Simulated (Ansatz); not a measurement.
Data:

```yaml
crystal:
  lattice:
    - [0.00000, 2.45446, 2.44448]
    - [2.45446, 0.00000, 2.44448]
    - [2.45446, 2.45446, 0.00000]
  atoms:
    - { symbol: Y, position: [0.00000, 0.00000, 0.00000] }
    - { symbol: N, position: [0.50000, 0.50000, 0.50000] }
```

Computed with r2SCAN with spin-orbit coupling, rigid bands (plane waves, PAW; Ansatz, a quantum-chemistry and plane-wave program). Condition of this run: biaxial stress xx = yy = -1 GPa (compression positive) (the target of the relaxation). Cell: cell and atoms relaxed with r2SCAN, then loaded as said.

### Question
What conductivity effective mass do dilute holes have at 300 K?

### Answer
0.67 (x), 0.67 (y), 0.45 (z) mₑ.

### Question
What conductivity effective mass do dilute electrons have at 300 K?

### Answer
0.21 (x), 0.21 (y), 0.26 (z) mₑ.

### Question
And the band gap?

### Answer
0.56 eV at this level; semilocal functionals usually fall short of the measured gap.

Rigid bands, one relaxation time for all states, no polarons.
